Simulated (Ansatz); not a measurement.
Consider CsPbCl₃ in the cubic perovskite structure (space group Pm-3m, No. 221; a = 5.5209 Å).

All numbers come from Kohn–Sham DFT with the LDA functional, run in Ansatz (an electronic-structure program) with PAW and 420 eV plane waves, no spin-orbit coupling.

Before the change:

| Item | Value |
|---|---|
| Valley order | R along ⟨111⟩ 1.53 eV; Γ 2.75 eV |
| Hole mass | 0.14 mₑ (at R) |
| Width of the top valence band | 2.83 eV |

Modification: a negative pressure, −1 GPa.

Problem. Predict the new valley order.

Solution. The valley order (the lowest conduction-band minima on the path, energy above the VBM, named in the base's zone) becomes R along ⟨111⟩ 1.70 eV; Γ 2.95 eV (base: R along ⟨111⟩ 1.53 eV; Γ 2.75 eV).

Problem. Estimate the effect on the hole mass.

Solution. The hole mass becomes 0.16 mₑ (at R) (base: 0.14 mₑ (at R)).

Problem. Predict the new width of the top valence band.

Solution. The width of the top valence band falls by 0.29 eV, from 2.83 eV to 2.54 eV.

Spin-orbit coupling, missing from the scalar runs, can matter with Pb. The levels and masses belong to the bands next to the band gap. Load acts through the strain it causes; cell and atoms are relaxed under it. Masses are band curvatures over ±0.01 Å⁻¹ around the edge. No phonon test of stability was made. Many cubic perovskites are stable only at high temperature; tilts and polar distortions were not tested. This is not the structure that CsPbCl3 has at room temperature and ambient pressure.
